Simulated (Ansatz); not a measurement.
An Ansatz (a first-principles code) input (PBE/PAW in Ansatz, scalar-relativistic without spin-orbit coupling):

Ansatz 0.2 input:
```yaml
crystal:
  lattice:
    - [2.3315254858, 0, 0]
    - [-1.1657627429, 2.0191603003, 0]
    - [0, 0, 3.6748269554]
  atoms:
    - { symbol: Be, position: [0.3333333333, 0.6666666667, 0.75] }
    - { symbol: Be, position: [0.6666666667, 0.3333333333, 0.25] }
basis: { ecutwfc: 420, ecutrho_ratio: 4, xc_grid: 2, fft_grid_basis: typed }
kpoints: { mp_grid: { grid: [29, 29, 16] } }
hamiltonian:
  xc: pbe
  dispersion: none
  pseudopotentials: { kind: paw }
scf: { occupations: { method: fermi_dirac, width: 0.1 }, convergence: { dr2_threshold: 0.0000000002 } }
relax: { f_tol: 0.005, max_steps: 50 }
output: { forces: true, stress: true }
checkpoint: { write: state.ck, write_every: 1000 }
```

Which symmetry and how many k-points will the program report, and about how many plane waves at Γ?

Space group P63/mmc (ITA 194) with 24 operations, k-points 765 of 13456, and 313 plane waves at Γ.

And the final pressure?

-9.55 GPa (compression positive).

The cells carry an imposed strain or load. Whether these cells are dynamically stable was not tested. The cell was made from Be in the hcp (Mg type) structure (space group P6_3/mmc, No. 194) by this change: isotropic strain +3.04 %.
